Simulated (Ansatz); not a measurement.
Ag: finite-temperature simulation (930 K)

System: Ag (fcc), cell Ag32, with the crystal as the starting point [in the run: it stayed crystalline; mean temperature 960 K (target 930 K); density 9.66 g/cm³, volume +8 % from the start crystal's; mean pressure 1.0 GPa against a target of 0].

Method: r2SCAN (plane waves, PAW; Ansatz, a quantum-chemistry and plane-wave program).

number of atoms: 32
time step: 4.0 fs; target pressure 0 GPa
sampled time: 4.5 ps (NVE); in preparation the cell's shape was held
plane-wave cutoff: 500 eV
k-points: one point, (1/4, 1/4, 1/4)
Fermi-Dirac width: 0.086 eV
spin: not polarised; no spin-orbit coupling

```json
{
 "mean_temperature": "960 ± 9 K",
 "mean_pressure": "1.02 ± 0.04 GPa",
 "volume_per_atom": "18.5 Å³",
 "density": "9.66 g/cm³",
 "first peak of g(r)": "2.88 Å, height 3.7",
 "first minimum of g(r)": "near 3.7 Å",
 "coordination of Ag (bonds up to Ag-Ag 3.70 Å)": "12.16 (12-fold 76 %, 13-fold 19 %, 11-fold 4 %)",
 "Ag-Ag-Ag angle": "mean 97°, spread 35°, most frequent near 58°",
 "state": "no diffusion is seen within 4.5 ps, and the crystal keeps its order",
 "mean vibrational (phonon) frequency": "3.0 THz",
 "list of vibrational (phonon) peaks (above a quarter of the tallest; of peaks within two resolution widths the taller alone)": "1.8, 3.1 THz (resolution 0.5 THz)"
}
```

Preparation at the same level, by Langevin dynamics: warm 0.16 ps at 930 K; settle 0.87 ps at 930 K, volume free; hold 0.24 ps at 930 K. The single k-point off the zone centre breaks the cell's symmetry and adds a spurious shear stress. The cell wasn't fully relaxed to the target pressure: the run's mean is 1.0 GPa. A crystal that survives a few picoseconds in a small periodic cell needn't be the stable phase at this temperature. On the run's last frame a denser k-mesh moved the forces by 0.079 eV/Å rms, the static pressure by -0.54 GPa and the free energy by -11 meV/atom, which is about how far such values are converged. Warnings of the run: stress scf threshold loose, symmetry auto disabled.

Averages come from a short run of a small periodic cell.
